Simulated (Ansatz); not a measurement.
Structure of amorphous Si$_{36}$C$_{20}$H$_{14}$ (periodic cell):

```
CELL_PARAMETERS angstrom
      9.73349     0.00000     0.00000
      0.00000     9.73349     0.00000
      0.00000     0.00000     9.73349
ATOMIC_POSITIONS crystal
  Si 0.43301 0.26097 0.31352
  Si 0.10998 0.55045 0.13595
  Si 0.01339 0.68912 0.45256
  Si 0.21984 0.35398 0.19508
  Si 0.57770 0.53806 0.25040
  Si 0.05813 0.00953 0.71506
  Si 0.51830 0.03650 0.32342
  Si 0.82291 0.72252 0.83225
  Si 0.27198 0.13822 0.80979
  Si 0.81824 0.49308 0.23249
  Si 0.50156 0.30041 0.64556
  Si 0.97233 0.33433 0.13382
  Si 0.61768 0.02611 0.86628
  Si 0.00596 0.09534 0.95971
  Si 0.68305 0.52249 0.86443
  Si 0.44807 0.55042 0.79283
  Si 0.88532 0.13647 0.60521
  Si 0.99703 0.82317 0.05555
  Si 0.09613 0.39528 0.86302
  Si 0.50251 0.08531 0.55946
  Si 0.35691 0.07922 0.04673
  Si 0.75015 0.41751 0.60505
  Si 0.70708 0.13680 0.19895
  Si 0.42095 0.88748 0.78032
  Si 0.90950 0.82132 0.62818
  Si 0.88428 0.72355 0.24685
  Si 0.14833 0.16315 0.44630
  Si 0.14881 0.99690 0.12812
  Si 0.50341 0.61677 0.02503
  Si 0.64559 0.76799 0.28497
  Si 0.77602 0.29205 0.89246
  Si 0.16356 0.88987 0.42925
  Si 0.32381 0.44818 0.49071
  Si 0.47939 0.85713 0.12832
  Si 0.93656 0.14534 0.28926
  Si 0.93151 0.43550 0.44784
  C  0.00926 0.69848 0.90772
  C  0.66694 0.16667 0.00393
  C  0.45719 0.71767 0.68857
  C  0.76719 0.90154 0.89654
  C  0.25286 0.30551 0.38148
  C  0.34224 0.02563 0.66072
  C  0.50174 0.43433 0.39977
  C  0.37158 0.26287 0.12159
  C  0.09271 0.03007 0.30951
  C  0.81377 0.96716 0.53868
  C  0.59465 0.39750 0.51292
  C  0.88105 0.95241 0.96489
  C  0.20520 0.02077 0.57664
  C  0.96773 0.23866 0.46158
  C  0.23709 0.32332 0.76983
  C  0.34721 0.40424 0.69212
  C  0.61594 0.15442 0.71271
  C  0.96335 0.28355 0.94399
  C  0.09979 0.57216 0.93582
  C  0.75213 0.23535 0.70506
  H  0.70375 0.95932 0.56477
  H  0.34555 0.80203 0.18454
  H  0.81939 0.95476 0.42665
  H  0.57460 0.23122 0.01494
  H  0.55672 0.72132 0.63503
  H  0.69707 0.28291 0.25479
  H  0.20711 0.60413 0.91380
  H  0.37874 0.71049 0.60703
  H  0.06609 0.76089 0.83160
  H  0.31713 0.85254 0.89100
  H  0.41768 0.33175 0.04459
  H  0.61682 0.80846 0.43123
  H  0.25207 0.58439 0.47714
  H  0.30064 0.84797 0.37288
```

These are PBE, scalar-relativistic without spin-orbit coupling (plane waves to 420 eV, PAW; Ansatz, a first-principles code) values and carry that method's errors. Neutral PBE cell, which sets geometry, pressure and energy: sampling: a 2×2×2 Γ-centred mesh; Fermi-Dirac width 0.05 eV; no spin polarisation.

Preparation: random packing, a CHGNet melt and quench, and a DFT relaxation. The hot cell started wider than the set density and was brought back towards it in steps. It is the lowest in DFT energy of 2 quenches. It is a model cell: composition and starting density were chosen by hand, and all elements were melted together. No dispersion term was used. Its density started from a set value of 2.20 and ended at 2.28 g/cm³. Cooling (nominally 370 K/ps over its main leg) ran many orders faster than in experiment, which tends to leave more defects and strain. A cell of this size samples the disorder only roughly. The volume was free in the relaxation, at fixed shape.

Problem. Give the pressure, the energy against reference phases and the spacing of the highest filled and lowest empty levels.

Solution. 
```yaml
Pressure on a 2×2×2 Γ-centred mesh: 0.00 GPa
Largest force and stress component on that mesh (the relaxation ran on one k-point at (1/4, 1/4, 1/4)): 0.21 eV/Å and 3.2 GPa
Energy relative to 6H silicon carbide + silicon + CH4 gas (lowest mix at this level among the phases computed, not always the ambient ones): 0.525 eV/atom
Gap on a 2×2×2 Γ-centred mesh (PBE): within the smearing (under twice its width)
```

Problem. At PBE and the zone centre, how localised are the states just below and above the Fermi level (participation number: the atoms over which a state spreads)?

Solution. The highest filled state is spread over 23.7 atoms' worth, largest on C47, with weights by element (charge in smoothed Voronoi cells) Si 0.68, C 0.25, H 0.07. The lowest empty state is spread over 26.6 atoms' worth, largest on C40, with weights by element (charge in smoothed Voronoi cells) Si 0.62, C 0.33, H 0.05.

The levels at the Fermi energy are partly filled. A closed spacing in one fast-quenched cell at PBE doesn't show the material to be a metal.

Cut-offs for bonds: Si-Si 2.74 Å, Si-C 2.20 Å, Si-H 1.72 Å, C-C 1.76 Å, C-H 1.32 Å, H-H 0.90 Å.

A PBE run started with 1 μB on atoms that lack a bond or may hold spare charge lost its moments; other starts weren't tried.
